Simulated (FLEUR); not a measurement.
Band structure of ZrBeB (P-6m2, 3 atoms in the cell).

```xyz
3
Lattice="3.4133 0.0000 0.0000 -1.7066 2.9560 0.0000 0.0000 0.0000 3.4960" Properties=species:S:1:pos:R:3 pbc="T T T"
Zr     0.0000     0.0000     0.0000
Be     0.0000     1.9707     1.7480
B      1.7066     0.9853     1.7480
```

Level of theory: PBEsol, all-electron FLAPW (FLEUR), scalar-relativistic valence.

Settings: Kmax = 4.7 1/bohr; GmaxXC = 18.8 1/bohr; xcFunctional = PBEs; jspins = 1; l_soc = F; mode = hist; fermiSmearingEnergy = 0.00367493 Htr; mesh (inpgen div1-3) = 11 11 9; inpgen gamma flag = false; Gmax = 18.8 1/bohr; numbands = 0; maxIterBroyd = 40; imix = Anderson; alpha = 0.05.

The starting cell comes from a database of computed structures (which also holds hypothetical and non-ambient phases and stackings), without a prior relaxation at this level. Values depend on the basis (sphere radii, cutoffs, local orbitals), which need not be converged.

Levels in eV from the Fermi level, bands 6 to 13:
```json
[
 {"point": "Γ", "6": "-0.88", "7": "-0.79", "8": "-0.79", "9": "0.64", "10": "4.00", "11": "4.00", "12": "5.56", "13": "5.56"},
 {"point": "M", "6": "-4.65", "7": "-1.12", "8": "-0.90", "9": "-0.34", "10": "3.27", "11": "4.84", "12": "4.92", "13": "5.47"},
 {"point": "K", "6": "-4.19", "7": "-3.44", "8": "-0.36", "9": "0.55", "10": "2.72", "11": "3.27", "12": "3.51", "13": "8.61"},
 {"point": "A", "6": "-4.84", "7": "0.84", "8": "0.84", "9": "1.76", "10": "1.76", "11": "2.18", "12": "2.18", "13": "4.06"},
 {"point": "L", "6": "-3.27", "7": "-2.31", "8": "-2.18", "9": "-0.31", "10": "5.14", "11": "5.19", "12": "5.75", "13": "7.59"},
 {"point": "H", "6": "-4.32", "7": "-1.96", "8": "-1.45", "9": "-0.64", "10": "4.97", "11": "6.25", "12": "6.88", "13": "6.89"}
]
```
